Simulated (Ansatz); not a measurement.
Base system: La in the diamond structure (space group Fd-3m, No. 227; a hypothetical phase, not in the database extracts checked; relaxed with 0.1 eV smearing).

```xyz
2
Lattice="0.0000 3.2843 3.2843 3.2843 0.0000 3.2843 3.2843 3.2843 0.0000" Properties=species:S:1:pos:R:3 pbc="T T T"
La     4.9265     4.9265     4.9265
La     3.2843     3.2843     3.2843
```

Cartesian axes are those of the cell as printed.

Level of theory: Kohn–Sham DFT with the PBEsol functional, run in Ansatz (a program for electronic structure) with PAW and 420 eV plane waves, spin-orbit coupling left out.

The change: strain tensor (xx, yy, zz, yz, xz, xy) = (−0.71, +0.21, +2.04, −0.47, +0.45, −0.24) %, atoms relaxed at fixed cell.

### Question
What happens to the stress?

### Answer
The stress (xx, yy, zz, yz, xz, xy; compression positive) amounts to (-0.8, -0.8, -0.7, -0.1, 0.1, 0.0) GPa.

Stability against distortions was not tested.
